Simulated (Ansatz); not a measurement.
```cif
data_ClNa
_chemical_formula_sum 'Na1 Cl1'
_space_group_name_H-M_alt 'P 1'
_space_group_IT_number 1
_cell_length_a 3.96121
_cell_length_b 3.96121
_cell_length_c 3.96121
_cell_angle_alpha 60.000
_cell_angle_beta 60.000
_cell_angle_gamma 60.000
loop_
_space_group_symop_operation_xyz
  'x, y, z'
loop_
_atom_site_label
_atom_site_type_symbol
_atom_site_fract_x
_atom_site_fract_y
_atom_site_fract_z
_atom_site_occupancy
Na1 Na 0.00000 0.00000 0.00000 1
Cl1 Cl 0.50000 0.50000 0.50000 1
```

Q: What linear thermal expansion coefficient does quasi-harmonic lattice dynamics on PBEsol density-functional theory in Ansatz (plane waves, PAW) give at 350 K, and what isobaric heat capacity per mole of formula units and Grüneisen parameter?

A: α = 53.4 × 10⁻⁶ K⁻¹; C_P = 53.5 J/(mol K); γ = 1.79. No phase change or melting is allowed for: the numbers belong to this structure as given.

The PAW data sets were generated under PBE and serve the other functionals too.

Ansatz is an electronic-structure program.
